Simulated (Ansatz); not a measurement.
Hypothetical fluorite HfSi2 under a change: tensor shear ε_xz = −3.92 %

The parent structure is HfSi2 in the fluorite structure (space group Fm-3m, No. 225; a = 6.1830 Å; a hypothetical phase, not in the database extracts checked). Axes: x, y, z lie along the cube axes.

The change: tensor shear ε_xz = −3.92 % (engineering shear γ = -0.0784); the atoms relax in the strained cell.

Level of theory: Ansatz (a quantum-chemistry and plane-wave program), PBEsol, PAW, cutoff 420 eV, no SOC. k-mesh 13×13×13 (Γ-centred); smearing 0.05 eV (Fermi–Dirac).

| quantity | base | changed | shift |
|---|---|---|---|
| volume per atom | 19.70 Å³ | 19.67 Å³ | -0.03 Å³ |
| space group | Fm-3m (No. 225) | Immm (No. 71) | – |
| shortest interatomic distance | 2.677 Å | 2.652 Å | -0.0256 Å |
| energy relative to the base (free energy F) | 0 meV/atom | -21 meV/atom | -21 meV/atom |
| pressure (mean of the normal stresses, compression positive) | 0.0 GPa | -0.2 GPa | -0.2 GPa |
| band gap | zero | zero | – |
| stress (xx, yy, zz, yz, xz, xy; compression positive) (rough) | – | (1.8, -4.3, 1.8, 0.0, -4.3, 0.0) GPa | – |

Final structure:

```xyz
3
Lattice="-0.1212 3.0915 3.0915 2.9703 0.0000 2.9703 3.0915 3.0915 -0.1212" Properties=species:S:1:pos:R:3 pbc="T T T"
Hf     0.0000     0.0000     0.0000
Si     1.4851     1.7237     1.4851
Si     4.4554     4.4593     4.4554
```

Without a gap, meshes like the base's 13×13×13 leave anisotropic stresses uncertain by several tenths of a GPa, and small strain energies with them. Stability against distortions was not tested. The final runs are not spin-polarised. Under tensor shear ε_xz = −3.92 % the cell ends below the base's energy or with stress of the wrong sign: the atoms slid into a distortion or the cell is elastically unstable, so the base is not a stable minimum at this level. HfSi2 has a high density of states at the Fermi level and may be magnetic at this level.
